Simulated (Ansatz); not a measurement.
Take CdSe in the wurtzite structure (space group P6_3mc, No. 186; a = 4.3828 Å, c = 7.1544 Å) as the base.

Method: Ansatz (a program for electronic structure) PBE, without spin-orbit coupling.

Base values:

```
Property                                      Value
-----------------------------  --------------------
Density                                  5.34 g/cm³
Valence-band top at Γ          0.00, 0.00, -0.04 eV
Shortest interatomic distance            5.068 bohr
```

Now apply this change: cell and atoms relaxed at a pressure of 0.9 GPa.

**Question.** What happens to the density, valence-band top at Γ and shortest interatomic distance?

**Answer.** The density grows by 0.10 g/cm³ (5.34 g/cm³ → 5.44 g/cm³); the valence-band top at Γ (three highest levels, from the VBM) goes from 0.00, 0.00, -0.04 eV to 0.00, 0.00, -0.05 eV; the shortest interatomic distance falls by 0.0316 bohr (5.068 bohr → 5.037 bohr).

The levels and masses belong to the bands next to the band gap. Load acts through the strain it causes; cell and atoms are relaxed under it. Stability against distortions was not tested.
